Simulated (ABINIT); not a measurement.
Input and output of a self-consistent single point for CaC₂ (P1, 6 atoms in the cell) (ABINIT).

Method of the run: LDA (PW92), norm-conserving pseudopotentials (PseudoDojo nc-sr-04 LDA standard) (plane waves; ABINIT 10.0.3).

The change in words: atoms moved at random. Reference geometry:
```yaml
crystal:
  lattice:
    - [3.87625, 0.00000, 0.00000]
    - [1.84964, 3.53935, 0.00000]
    - [0.41179, 1.00694, 7.21993]
  atoms:
    - { symbol: Ca, position: [0.22555, 0.98060, 0.75247] }
    - { symbol: Ca, position: [0.77445, 0.01940, 0.24753] }
    - { symbol: C, position: [0.13145, 0.40051, 0.06016] }
    - { symbol: C, position: [0.86855, 0.59949, 0.93984] }
    - { symbol: C, position: [0.44816, 0.63441, 0.43396] }
    - { symbol: C, position: [0.55184, 0.36559, 0.56604] }
```

Reference input (self-consistent single point, DFT, LDA (PW92), plane waves, norm-conserving pseudopotentials (PseudoDojo nc-sr-04 LDA standard)): pseudos = [Ca.upf, C.upf]; ecut = 41 Ha; occopt = 1; ngkpt = 7 6 3; nshiftk = 1; shiftk = 0 0 0; potentials = PseudoDojo nc-sr-04 LDA standard; nband = 22; kptopt = 1; nstep = 80; tolvrs = 1e-12; diemac = 9. This run's input differs from it in these lines:

```diff
@@ -5,3 +5,3 @@
 rprim
-         1.0000000000   -0.0000000000   -0.0000000000
+         1.0000000000    0.0000000000    0.0000000000
          0.4631612366    0.8862740372    0.0000000000
@@ -13,8 +13,8 @@
 xcart
-         2.9979033663    4.2283798005    5.4327829845
-         3.1397716337    0.3179121995    1.7871500155
-         1.2751054197    1.4781220185    0.4343511693
-         4.8625695803    3.0681699815    6.7855818307
-         3.0893086746    2.6823711829    3.1331621247
-         3.0483663253    1.8639208171    4.0867708753
+         2.9882189656    4.2984505846    5.5010907706
+         3.0906999072    0.2884399143    1.8111562927
+         1.2691221577    1.4327885189    0.4301275085
+         4.9028863231    3.0902167637    6.8438755698
+         3.1122110460    2.6844076911    3.0943188851
+         3.0498861885    1.8445715206    3.9792227534
       Angstrom
```

Output, abridged:

```
--- !BeginCycle
solver: {iscf: 7, nstep: 80, nline: 4, wfoptalg: 0, }
tolerances: {tolvrs: 1.00E-12, }
...

     iter   Etot(hartree)      deltaE(h)  residm     vres2
 ETOT  1  -101.09135135810    -1.011E+02 7.356E-02 2.100E+03
 ETOT  2  -101.33412475770    -2.428E-01 1.346E-02 7.725E+02
 ETOT  3  -101.44567583301    -1.116E-01 6.576E-03 1.158E+01
 ETOT  4  -101.44702541830    -1.350E-03 7.040E-03 2.471E+00
 ETOT  5  -101.44725827932    -2.329E-04 3.645E-03 7.629E-01
   [... 8 lines left out ...]
 ETOT 14  -101.44732175272    -2.203E-12 4.500E-04 9.618E-11
 ETOT 15  -101.44732175271     3.283E-12 5.012E-04 5.761E-11
 ETOT 16  -101.44732175272    -7.532E-13 4.051E-04 1.488E-12
 ETOT 17  -101.44732175272    -9.948E-13 4.231E-04 2.454E-13
 At SCF step   17       vres2   =  2.45E-13 < tolvrs=  1.00E-12 =>converged.

 Cartesian components of stress tensor (hartree/bohr^3)
  sigma(1 1)=  1.40802309E-04  sigma(3 2)=  1.54804000E-04
  sigma(2 2)=  1.54623611E-05  sigma(3 1)= -3.08326527E-05
  sigma(3 3)=  1.46830087E-05  sigma(2 1)=  3.16796428E-05

 ----iterations are completed or convergence reached----

 reduced coordinates (array xred) for    6 atoms
       0.213883999950      0.997705999989      0.761930999971
       0.765861999991      0.010127000002      0.250854999989
       0.136000999984      0.387867999994      0.059575000001
       0.876216999950      0.603422000003      0.947913999973
       0.453634999978      0.636515999987      0.428579999980
       0.554400999966      0.364361000005      0.551143999988
 cartesian forces (eV/Angstrom) at end:
   [... lines left out ...]
 Fermi (or HOMO) energy (eV) =   2.21664   Average Vxc (eV)=  -9.71943
   [... lines left out ...]
total_energy        : -1.01447321752716E+02
total_energy_eV     : -2.76052201378209E+03
band_energy         : -1.40543555247785E+01
...

-Cartesian components of stress tensor (GPa)         [Pressure= -1.6765E+00 GPa]
- sigma(1 1)=  4.14254626E+00  sigma(3 2)=  4.55449016E+00
- sigma(2 2)=  4.54918294E-01  sigma(3 1)= -9.07127807E-01
- sigma(3 3)=  4.31988958E-01  sigma(2 1)=  9.32047114E-01

 Calculation completed.
```

The run converged in 17 iterations. Against the reference run the free energy rises by 25.7 meV/atom, the pressure goes from -5.42 to -1.68 GPa, the largest force goes from 0.186 to 3.138 eV/Å and the gap on the mesh goes from 2.408 to 2.490 eV.

The starting cell comes from a database of computed structures (which also holds hypothetical and non-ambient phases and stackings), without a prior relaxation at this level. Its lattice was rescaled by a random factor within 2.5 % of one. For this run, on top of that: atoms moved at random. Forces in this geometry exceed 1 eV/Å.

Cost on one core of a shared machine: roughly 7 min.
